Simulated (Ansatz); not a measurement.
The reference is TaO₂ in the CdI2 type structure (space group P-3m1, No. 164; a = 3.0341 Å, c = 4.7600 Å; a hypothetical phase, not in the database extracts checked; layered, stacked along the Cartesian z axis; relaxed with 0.1 eV smearing). Axes: x lies along a and z along c of the hexagonal cell.

Structures relaxed with Ansatz (a program for electronic structure) PBE-D3(BJ), scalar-relativistic without spin-orbit coupling.

Base:

Simulated powder pattern, Cu Kα1, λ = 1.54056 Å (kinematic, ideal powder, no thermal factors, no anomalous dispersion; the 8 strongest lines at most, above 2 %, up to 2θ = 90°):

```tsv
2θ (°)	I/Imax (%)	hkl
18.63	100	(001)
34.09	55	(100)
39.13	93	(011)
51.78	49	(012)
61.03	17	(110)
64.41	23	(111)
69.10	19	(103)
74.92	14	(201)
```

It is then changed as follows: strain tensor (xx, yy, zz, yz, xz, xy) = (+0.05, +0.13, +0.89, +0.68, +0.59, −0.77) %; the atoms relax in the strained cell.

After the change:

Simulated powder pattern, Cu Kα1, λ = 1.54056 Å (kinematic, ideal powder, no thermal factors, no anomalous dispersion; the 8 strongest lines at most, above 2 %, up to 2θ = 90°):

```csv
2θ (°),d (Å),I/Imax (%),hkl
18.46,4.802,100,(001)
33.84,2.647,18,(1 -1 0)
34.05,2.631,18,(010)
34.31,2.612,18,(100)
37.43,2.401,12,(002)
38.76,2.321,20,(1 -1 1)
38.77,2.320,20,(011)
39.53,2.278,19,(1 0 -1)
```

The indices refer to the base's conventional cell; one index is shown for lines that coincide. The space group is now P-1 (No. 2).

Whether these cells are dynamically stable was not tested. No Hubbard U is applied, and correlation can decide whether such a compound is a metal. All final runs are without spin polarisation.
